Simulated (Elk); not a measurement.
Worked example: self-consistent single point of ScIr3 (Pm-3m, 4 atoms in the cell) in Elk.

Computed with LDA (PW92), all-electron FP-LAPW, Elk's shipped species files, LAPW+lo basis run with Elk.

The change in words: lattice scaled by 0.98. Reference geometry:
```
ScIr3
1.0
    3.84833     0.00000     0.00000
    0.00000     3.84833     0.00000
    0.00000     0.00000     3.84833
Sc Ir
1 3
Direct
  0.00000   0.00000   0.00000
  0.00000   0.50000   0.50000
  0.50000   0.00000   0.50000
  0.50000   0.50000   0.00000
```

Reference input (self-consistent single point, DFT, LDA (PW92), all-electron FP-LAPW, Elk's shipped species files, LAPW+lo basis): xctype = 3; rgkmax = 8; stype = 3; swidth = 0.00499791 Ha; ngridk = 6 6 6; gmaxvr = 16 1/bohr; nxoapwlo = 1; rmtscf = 0.86. This run's input differs from it in these lines:

```diff
@@ -25,5 +25,5 @@
 avec
-    7.2722916269    0.0000000000    0.0000000000
-    0.0000000000    7.2722916269    0.0000000000
-    0.0000000000    0.0000000000    7.2722916269
+    7.1268450763    0.0000000000    0.0000000000
+    0.0000000000    7.1268450763    0.0000000000
+    0.0000000000    0.0000000000    7.1268450763
```

The program printed (abridged):

```
│ Self-consistent loop started │
│ Loop number : 1 │
 total energy                :     -54312.2893959
│ Loop number : 2 │
 total energy                :     -54313.4588657
RMS change in Kohn-Sham potential (target) :   0.1439981963     (  0.1000000000E-05)
Absolute change in total energy (target)   :    1.169469843     (  0.1000000000E-03)
│ Loop number : 3 │
 total energy                :     -54314.8289574
RMS change in Kohn-Sham potential (target) :   0.1341244815     (  0.1000000000E-05)
Absolute change in total energy (target)   :    1.662459184     (  0.1000000000E-03)
│ Loop number : 4 │
   [... lines left out ...]
Absolute change in total energy (target)   :   0.1534916220E-02 (  0.1000000000E-03)
│ Loop number : 16 │
 total energy                :     -54306.8181814
RMS change in Kohn-Sham potential (target) :   0.5617145122E-07 (  0.1000000000E-05)
Absolute change in total energy (target)   :   0.2906118607E-03 (  0.1000000000E-03)
│ Loop number : 17 │
 total energy                :     -54306.8181958
RMS change in Kohn-Sham potential (target) :   0.2308222164E-07 (  0.1000000000E-05)
Absolute change in total energy (target)   :   0.5816820340E-04 (  0.1000000000E-03)
Convergence targets achieved

│ Loop number : 18 │

Energies :
 Fermi                       :     0.560791473816
 total energy                :     -54306.8181866

Density of states at Fermi energy :    90.94502300
 (states/Hartree/unit cell)

Estimated indirect band gap :   0.9446957250E-03
 from k-point      7 to k-point      5
Estimated direct band gap   :   0.4090662205E-02
 at k-point      5

Charges :
 core                        :    154.0000000
 valence                     :    98.00000000
 interstitial                :    7.076148314
 muffin-tins (core leakage)
  species :    1 (Sc)
   atom    1                 :    18.82811022     (  0.1225098814E-06)
  species :    2 (Ir)
   atom    1                 :    75.36524715     (  0.1809791923E-02)
   atom    2                 :    75.36524715     (  0.1809791923E-02)
   atom    3                 :    75.36524715     (  0.1809791923E-02)
 total in muffin-tins        :    244.9238517
 total calculated charge     :    251.9893564
 total charge                :    252.0000000
 error                       :   0.1064361463E-01

│ Self-consistent loop stopped │
```

The run converged in 18 iterations. The count includes the last loop, which Elk runs after its targets are met. Against the reference run the free energy goes up by 79.6 meV/atom.

The starting cell comes from a database of computed structures (which also holds hypothetical and non-ambient phases and stackings), without a prior relaxation at this level. Its lattice was rescaled by a random factor within 2.5 % of one. For this run, on top of that: lattice scaled by 0.98. Spin-orbit coupling is off. Spin polarisation is off. Values depend on the basis (sphere radii, cutoffs, local orbitals), which need not be converged. The log's line on a gap gives a spacing of levels on this mesh, which the program prints for metals too.
